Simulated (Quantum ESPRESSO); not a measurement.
# Convergence study of the SCF threshold for CsPbBr3 (P4mm, 5 atoms in the cell)

```yaml
crystal:
  lattice:
    - [5.84065, 0.00000, 0.00000]
    - [0.00000, 5.84065, 0.00000]
    - [0.00000, 0.00000, 5.84065]
  atoms:
    - { symbol: Cs, position: [0.00000, 0.00000, 0.00856] }
    - { symbol: Pb, position: [0.50000, 0.50000, 0.50000] }
    - { symbol: Br, position: [0.50000, 0.00000, 0.50000] }
    - { symbol: Br, position: [0.00000, 0.50000, 0.50000] }
    - { symbol: Br, position: [0.50000, 0.50000, 0.00000] }
```

Method of the run: LDA (PZ), GBRV 1.5 ultrasoft (LDA) pseudopotentials (plane waves; Quantum ESPRESSO).

Base settings: ecutwfc = 40 Ry; ecutrho = 200 Ry; occupations = smearing; smearing = fermi-dirac; degauss = 0.000734986 Ry; potentials = {Cs: cs_lda_v1.uspp.F.UPF, Pb: pb_lda_v1.uspp.F.UPF, Br: br_lda_v1.4.uspp.F.UPF}; K_POINTS = automatic 2 2 2 0 0 0; conv_thr = 1e-11 Ry.

The mesh stays at the base's, so the ladder's end is converged at best in this setting alone.

Only quantities that move along the ladder and can be compared are tabulated; the gap is left out on so coarse a mesh.

The count of work is k-points × plane waves × bands × iterations; it is no time. 

The starting cell has typed, rounded lattice constants, without a prior relaxation at this level. Its lattice was rescaled by up to half a per cent. One atom was moved a little off its site on purpose.

| conv_thr | pressure (GPa) | largest difference of a force vector from the last step's (eV/Å) | count of work / last |
|---|---|---|---|
| 0.0073 Ry | -0.28 | 0.015 | 0.23 |
| 0.00073 Ry | -0.28 | 0.015 | 0.23 |
| 7.3e-05 Ry | 0.81 | 0.002 | 0.31 |
| 7.3e-06 Ry | 0.53 | 0.003 | 0.38 |
| 7.3e-07 Ry | 0.55 | 0.002 | 0.46 |
| 7.3e-08 Ry | 0.54 | 0.001 | 0.54 |
| 7.3e-09 Ry | 0.54 | 0.000 | 0.62 |
| 7.3e-10 Ry | 0.54 | 0.000 | 0.69 |
| 1e-11 Ry | 0.54 | 0.000 | 0.85 |
| 7.3e-12 Ry | 0.54 | 0.000 | 0.85 |
| 7.3e-14 Ry | 0.54 | 0.000 | 1.0 |

Coarsest conv_thr that holds the pressure within 0.05 GPa of the last step, with all finer ones: 7.3e-06 Ry, at 0.38 of the last step's count of work; the step before is off by 0.27 GPa.

Coarsest conv_thr that holds the forces within 0.01 eV/Å of the last step, with all finer ones: 7.3e-05 Ry, at 0.31 of the last step's count of work; the step before is off by 0.015 eV/Å.

Two neighbours can agree and both be off: 0.0073 Ry and 0.00073 Ry differ by 0.00 GPa in the pressure, yet lie about 0.82 GPa from the last step.
